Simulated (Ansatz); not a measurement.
The reference is HfO$_{2}$ (space group P4_2/nmc, No. 137).

```
CELL_PARAMETERS angstrom
      3.60482     0.00000     0.00000
      0.00000     3.60482     0.00000
      0.00000     0.00000     5.26502
ATOMIC_POSITIONS crystal
  Hf 0.00000 0.00000 0.00000
  Hf 0.50000 0.50000 0.50000
  O  0.00000 0.50000 0.19324
  O  0.00000 0.50000 0.69324
  O  0.50000 0.00000 0.30676
  O  0.50000 0.00000 0.80676
```

Cartesian axes are those of the cell as printed.

Computed with PBE/PAW in Ansatz (a quantum-chemistry and plane-wave program), scalar-relativistic without spin-orbit coupling, earlier PAW set.

Modification: the cell is compressed by 2.61 % along z with no lateral relaxation; the atoms relax in the strained cell.

### Question
Predict the stress tensor and what it implies for the stiffness.

### Answer
Stress of the strained cell less that of the base (GPa, compression positive):
```
   1.78    0.00    0.00
   0.00    1.78    0.00
   0.00    0.00    8.08
```

Then −Δσ_ii/ε with ε = -0.0261 gives secant stiffness values (nonlinear terms included at this strain): C33 ≈ 310 GPa, C13 ≈ 68 GPa and C23 ≈ 68 GPa.

As a check, the harmonic strain energy −½ V₀ Δσ:ε is 7.5 meV/atom; the computed energy rise is 7.1 meV/atom.

Stability against distortions was not tested. This is not the structure that HfO2 has at room temperature and ambient pressure.
